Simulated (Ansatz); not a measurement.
Structures of equal composition on the (0001) surface of hcp Co, ferromagnetic: a pseudomorphic layer of Ru in the host's stacking; a pseudomorphic layer of Ru in the other hollow. The slabs share one bottom face, and each structure is named by its start. These are constructed structures in small cells; real faces may alloy, dewet or reconstruct in larger ones, and not all known structures of the face are among them. Slabs of about 10 Å, Fermi-Dirac smearing of 0.1 eV. Bottom of the slabs: a bare face, its two planes held. Relaxed from the named starts with such symmetry as they have, on meshes of like density; energies extrapolated to zero smearing; spin only where a row says so; no spin-orbit coupling, no U. Brackets mark spin-polarised runs, whose order is one that fits the cell. Where a second, spin-polarised start was run, the lower counts.

All values below come from PBE (plane waves to 420 eV, PAW; Ansatz, a program for electronic structure).

Question: Order them by energy per 1x1 cell (lowest first) at the level PBE.

Answer: a pseudomorphic layer of Ru in the host's stacking (0.000 eV [spin, 9.6 μB a cell]), a pseudomorphic layer of Ru in the other hollow (0.036 eV [spin, 9.6 μB a cell])
